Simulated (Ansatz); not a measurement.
# Bulk modulus B0 of ReB2 (model structure, started from the AlB2 type, P6/mmm, No. 191, 3 atoms in the cell) at several levels of theory

No measured value is used here.

```csv
level (code),value (GPa),cell (Å³/atom)
LDA (Ansatz),354,8.41
PBEsol (Ansatz),340,8.57
r²SCAN (Ansatz),336,8.64
```

Density-functional levels without +SOC have no spin–orbit coupling. LDA, PBEsol, r²SCAN: the run has no spin polarisation, so it can have missed a magnetic state. LDA, PBEsol, r²SCAN: the bulk modulus is −V dP/dV from two relaxed cells at ±2 % in volume. Each level is taken at its own relaxed cell. Cutoffs differ between the levels. Ansatz's density-functional and Hartree–Fock values are scalar-relativistic unless marked +SOC, with PAW data made under PBE.

A model structure was made by putting elements into a prototype or built by hand; it is no filed structure, need not be a known phase, and can be a saddle point held by its symmetry.

Ansatz is a quantum-chemistry and plane-wave program.
